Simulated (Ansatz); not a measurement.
# Cubic perovskite BaHfO₃

Method: PBEsol (PAW; Ansatz, a program for electronic structure).

Run with plane-wave cutoff 520 eV, 6×6×6 k mesh, scalar-relativistic PAW data made under PBE.

Cell: relaxed at this level.

| Item | Value |
|---|---|
| elastic constant C11 | 343 GPa |
| elastic constant C12 | 82.5 GPa |
| elastic constant C44 | 92.4 GPa |
| Voigt–Reuss–Hill bulk modulus | 169 GPa |
| polycrystal shear modulus (Hill average) | 106 GPa |
| Young modulus | 263 GPa |
| Poisson ratio | 0.241 |

Elastic constants are with the ions relaxed.

Spin–orbit coupling is not included.

Computed values are for the static lattice.

Cost on a shared machine: roughly 80 core-seconds.
